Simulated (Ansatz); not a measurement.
# Cu: response to strain

Base system: Cu in the fcc (Cu type) structure (space group Fm-3m, No. 225; relaxed with 0.1 eV smearing).

```xyz
1
Lattice="0.0000 1.7884 1.7884 1.7884 0.0000 1.7884 1.7884 1.7884 0.0000" Properties=species:S:1:pos:R:3 pbc="T T T"
Cu     0.0000     0.0000     0.0000
```

Cartesian axes are those of the cell as printed.

Strains are applied to the cell and any free atomic positions relax; under biaxial strain the out-of-plane vector relaxes too.

The values are results of r2SCAN (Ansatz, a program for electronic structure), without spin-orbit coupling, not measurements.

Notes on the quantities. energy relative to the base: free energy F; pressure: mean of the normal stresses, compression positive.

| variant | out-of-plane strain | energy relative to the base | pressure |
|---|---|---|---|
| base | – | 0 meV/atom | 0.0 GPa |
| biaxial strain −2.50 %, plane normal [111], relaxed out of plane | +1.77 % | +16 meV/atom | 6.2 GPa |
| biaxial strain −1.67 %, plane normal [111], relaxed out of plane | +1.18 % | +6.8 meV/atom | 3.9 GPa |
| biaxial strain −1.25 %, plane normal [111], relaxed out of plane | +0.88 % | +3.7 meV/atom | 2.9 GPa |
| biaxial strain −0.83 %, plane normal [111], relaxed out of plane | +0.58 % | +1.6 meV/atom | 1.9 GPa |
| biaxial strain −0.42 %, plane normal [111], relaxed out of plane | +0.29 % | +0.4 meV/atom | 0.9 GPa |

Stability against distortions was not tested. All final runs are without spin polarisation.
